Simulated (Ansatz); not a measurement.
# NiGe2 (model structure, started from the Al2Cu type, I4/mcm, No. 140, 6 atoms in the cell): lattice parameter c by level of theory

No measured value is used here.

```json
[
 {"level (code)": "PBE (Ansatz)", "value (Å)": "5.151"},
 {"level (code)": "PBEsol (Ansatz)", "value (Å)": "5.067"},
 {"level (code)": "PBE-D3(BJ) (Ansatz)", "value (Å)": "5.081"}
]
```

PBE, PBEsol, PBE-D3(BJ): the starting moments vanished in the run, and other orders were not tried. Ansatz's density-functional and Hartree–Fock values are scalar-relativistic unless marked +SOC, with PAW data made under PBE.

A model structure was made by putting elements into a prototype or built by hand; it is no filed structure, need not be a known phase, and can be a saddle point held by its symmetry.

Ansatz is a quantum-chemistry and plane-wave program.
